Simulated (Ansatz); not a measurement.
We consider ZnWO4 (P2/c, No. 13), described by PBEsol (Ansatz, a program for electronic structure, PAW).

Settings: plane-wave cutoff 520 eV, 8×6×8 k mesh (along the axes of the cell as run), no spin polarisation, scalar-relativistic PAW data made under PBE.

Computed at the level's own relaxed cell.

Question: What does this level give for the Voigt–Reuss–Hill bulk modulus, polycrystal shear modulus (Hill average), Young modulus and Poisson ratio?

Answer: 
- Voigt–Reuss–Hill bulk modulus: 157 GPa
- polycrystal shear modulus (Hill average): 54.4 GPa
- Young modulus: 146 GPa
- Poisson ratio: 0.345

Elastic constants are with the ions relaxed.

Spin–orbit coupling is not included.

The computed numbers hold no vibrational or temperature effects.
